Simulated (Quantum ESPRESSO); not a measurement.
A self-consistent single point of La3TlC (Pm-3m, 5 atoms in the cell) with Quantum ESPRESSO.

Level of theory: LDA (PZ), GBRV 1.5 ultrasoft (LDA) pseudopotentials (plane waves; Quantum ESPRESSO).

The change in words: lattice scaled by 0.98. Reference geometry:
```yaml
crystal:
  lattice:
    - [5.32515, 0.00000, 0.00000]
    - [0.00000, 5.32515, 0.00000]
    - [0.00000, 0.00000, 5.32515]
  atoms:
    - { symbol: La, position: [0.50000, 0.00000, 0.50000] }
    - { symbol: La, position: [0.00000, 0.50000, 0.50000] }
    - { symbol: La, position: [0.50000, 0.50000, 0.00000] }
    - { symbol: Tl, position: [0.00000, 0.00000, 0.00000] }
    - { symbol: C, position: [0.50000, 0.50000, 0.50000] }
```

Reference input (self-consistent single point, DFT, LDA (PZ), plane waves, GBRV 1.5 ultrasoft (LDA) pseudopotentials): ecutwfc = 40 Ry; ecutrho = 200 Ry; occupations = smearing; smearing = gauss; degauss = 0.019992 Ry; potentials = {La: la_lda_v1.uspp.F.UPF, Tl: tl_lda_v1.2.uspp.F.UPF, C: c_lda_v1.2.uspp.F.UPF}; K_POINTS = automatic 5 5 5 0 0 0; conv_thr = 1e-11 Ry. This run's input differs from it in these lines:

```diff
@@ -25,7 +25,7 @@
 ATOMIC_POSITIONS {angstrom}
-La    2.66257300    0.00000000    2.66257300
-La    0.00000000    2.66257300    2.66257300
-La    2.66257300    2.66257300    0.00000000
+La    2.60932150    0.00000000    2.60932150
+La    0.00000000    2.60932150    2.60932150
+La    2.60932150    2.60932150    0.00000000
 Tl    0.00000000    0.00000000    0.00000000
-C     2.66257300    2.66257300    2.66257300
+C     2.60932150    2.60932150    2.60932150
 K_POINTS {automatic}
@@ -33,5 +33,5 @@
 CELL_PARAMETERS {bohr}
-  10.06306751     0.00000000     0.00000000
-   0.00000000    10.06306751     0.00000000
-   0.00000000     0.00000000    10.06306751
+   9.86180601     0.00000000     0.00000000
+   0.00000000     9.86180601     0.00000000
+   0.00000000     0.00000000     9.86180601
```

Output (repeated stretches shortened):

```
     Self-consistent Calculation

     iteration #  1     ecut=    40.00 Ry     beta= 0.70

     negative rho (up, down):  2.652E-01 0.000E+00

     total energy              =    -461.81274872 Ry
     estimated scf accuracy    <       2.11975325 Ry

     iteration #  2     ecut=    40.00 Ry     beta= 0.70

     negative rho (up, down):  2.430E-01 0.000E+00

     total energy              =    -462.11836009 Ry
     estimated scf accuracy    <       8.51781027 Ry

     iteration #  3     ecut=    40.00 Ry     beta= 0.70

     negative rho (up, down):  2.399E-01 0.000E+00

     total energy              =    -463.10074594 Ry
     estimated scf accuracy    <       0.12661984 Ry

   [... 19 blocks of this kind left out ...]

     iteration # 23     ecut=    40.00 Ry     beta= 0.70

     negative rho (up, down):  2.317E-01 0.000E+00

     total energy              =    -463.13465881 Ry
     estimated scf accuracy    <          2.2E-11 Ry

     iteration # 24     ecut=    40.00 Ry     beta= 0.70

     negative rho (up, down):  2.317E-01 0.000E+00
     End of self-consistent calculation

     the Fermi energy is    10.8975 ev

!    total energy              =    -463.13465881 Ry
     estimated scf accuracy    <          2.1E-12 Ry
     smearing contrib. (-TS)   =      -0.00991291 Ry
     internal energy E=F+TS    =    -463.12474590 Ry

     convergence has been achieved in  24 iterations

     negative rho (up, down):  2.317E-01 0.000E+00

     Forces acting on atoms (cartesian axes, Ry/au):

     atom    1 type  1   force =     0.00000000    0.00000000    0.00000000
   [... zero for the other atoms too ...]

     Total force =     0.000000     Total SCF correction =     0.000000

     negative rho (up, down):  2.317E-01 0.000E+00
          total   stress  (Ry/bohr**3)                   (kbar)     P=      -37.94
  -0.00025793   0.00000000   0.00000000          -37.94        0.00        0.00
   0.00000000  -0.00025793   0.00000000            0.00      -37.94        0.00
   0.00000000   0.00000000  -0.00025793            0.00        0.00      -37.94

   JOB DONE.
```

The run converged in 24 iterations. Against the reference run the free energy drops by 54.2 meV/atom and the pressure goes from -6.53 to -3.79 GPa.

The starting cell comes from a database of computed structures (which also holds hypothetical and non-ambient phases and stackings), without a prior relaxation at this level. Its lattice was rescaled by a random factor within 2.5 % of one. For this run, on top of that: lattice scaled by 0.98. With a pressure of about -4 GPa the cell is away from its equilibrium volume at this level.

Cost on one core of a shared machine: roughly 2 min.
